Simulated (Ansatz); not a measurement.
Bond-angle distributions (per cent of the angles at each element, bins of 10°) of a relaxed model of amorphous Ti20O41Sr at 3.57 g/cm³. All values below come from PBE, scalar-relativistic without spin-orbit coupling (plane waves to 420 eV, PAW; Ansatz, a quantum-chemistry and plane-wave program).

A CHGNet melt-quench gave the starting glass, which DFT then relaxed. O atoms were pushed apart under 1.9 Å during the dynamics, to hinder bonds among them. The hot cell started wider than the set density and was brought back towards it in steps. It is the lowest in DFT energy of 2 quenches. It is a model cell: composition and starting density were chosen by hand, and all elements were melted together. No dispersion term was used. Its density started from a set value of 3.67 and ended at 3.57 g/cm³. The simulated quench (nominally 240 K/ps over its main leg) is rapid and tends to freeze in more defects than a deposited or slowly cooled glass has. One small periodic cell is one sample of the glass; other quenches scatter about these values. Volume and shape were free in the relaxation. On a 2×2×2 Γ-centred mesh force components of up to 0.14 eV/Å stay, since the relaxation ran on the zone centre alone.

Neighbours within Ti-Ti 3.12 Å, Ti-O 2.54 Å, Ti-Sr 3.65 Å, O-O 1.58 Å, O-Sr 3.13 Å, Sr-Sr 4.18 Å count as bonded. Two cations that share two anions don't count as bonded, nor two that share one unless they lie closer than Ti-Ti 3.04 Å, Ti-Sr 3.55 Å, Sr-Sr 4.07 Å.

```json
[
 {"angle (°)": "50-60", "at Ti": "0", "at O": "0"},
 {"angle (°)": "60-70", "at Ti": "2", "at O": "0"},
 {"angle (°)": "70-80", "at Ti": "17", "at O": "0"},
 {"angle (°)": "80-90", "at Ti": "21", "at O": "5"},
 {"angle (°)": "90-100", "at Ti": "15", "at O": "17"},
 {"angle (°)": "100-110", "at Ti": "17", "at O": "24"},
 {"angle (°)": "110-120", "at Ti": "5", "at O": "12"},
 {"angle (°)": "120-130", "at Ti": "3", "at O": "15"},
 {"angle (°)": "130-140", "at Ti": "7", "at O": "15"},
 {"angle (°)": "140-150", "at Ti": "4", "at O": "8"},
 {"angle (°)": "150-160", "at Ti": "4", "at O": "3"},
 {"angle (°)": "160-170", "at Ti": "4", "at O": "1"},
 {"angle (°)": "170-180", "at Ti": "2", "at O": "0"}
]
```

They go with these counts of neighbours within the cut-offs, cation contacts included: Ti mean 5.5, most often 5; O mean 2.8, most often 3.
